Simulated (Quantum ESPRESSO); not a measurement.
Input and output of a self-consistent single point for ZnPt3 (P4mm, 4 atoms in the cell) (Quantum ESPRESSO).

Method: PBEsol, PSlibrary PAW (PBE) pseudopotentials (plane waves; Quantum ESPRESSO).

```
CELL_PARAMETERS angstrom
      3.91025     0.00000     0.00000
      0.00000     3.91025     0.00000
      0.00000     0.00000     3.91025
ATOMIC_POSITIONS crystal
  Zn 0.00000 0.00000 0.01279
  Pt 0.50000 0.50000 0.00000
  Pt 0.00000 0.50000 0.50000
  Pt 0.50000 0.00000 0.50000
```

Reference input (self-consistent single point, DFT, PBEsol, plane waves, PSlibrary PAW (PBE) pseudopotentials): ecutwfc = 50 Ry; ecutrho = 500 Ry; occupations = smearing; smearing = gaussian; degauss = 0.0073499 Ry; input_dft = pbesol; potentials = {Zn: Zn.pbe-dn-kjpaw_psl.1.0.0.UPF, Pt: Pt.pbe-n-kjpaw_psl.1.0.0.UPF}; K_POINTS = automatic 4 4 4 0 0 0; conv_thr = 1e-11 Ry; mixing_beta = 0.7. This run's input differs from it in these lines:

```diff
@@ -14,5 +14,3 @@
    ecutrho = 500
-   occupations = 'smearing'
-   smearing = 'gaussian'
-   degauss = 0.0073499
+   occupations = 'tetrahedra_opt'
    input_dft = 'pbesol'
```

Log, with long lists cut:

```
     Self-consistent Calculation

     iteration #  1     ecut=    50.00 Ry     beta= 0.70

     Threshold (ethr) on eigenvalues was too large:
     Diagonalizing with lowered threshold

     total energy              =   -2452.30664957 Ry
     estimated scf accuracy    <       0.37137124 Ry

     iteration #  2     ecut=    50.00 Ry     beta= 0.70

     total energy              =   -2452.35265271 Ry
     estimated scf accuracy    <       0.56259622 Ry

     iteration #  3     ecut=    50.00 Ry     beta= 0.70

     total energy              =   -2452.47917754 Ry
     estimated scf accuracy    <       0.02517899 Ry

   [... 95 blocks of this kind left out ...]

     iteration # 99     ecut=    50.00 Ry     beta= 0.70

     total energy              =   -2452.48837949 Ry
     estimated scf accuracy    <       0.00001012 Ry

     iteration #100     ecut=    50.00 Ry     beta= 0.70

     total energy              =   -2452.48837949 Ry
     estimated scf accuracy    <          8.6E-10 Ry
     End of self-consistent calculation

     convergence NOT achieved after 100 iterations: stopping

   JOB DONE.
```

The run ended unconverged after 100 iterations. 

The starting cell comes from a database of computed structures (which also holds hypothetical and non-ambient phases and stackings), without a prior relaxation at this level. Its lattice was rescaled by up to half a per cent. One atom was moved a little off its site on purpose.

Cost on one core of a shared machine: roughly 4 min.
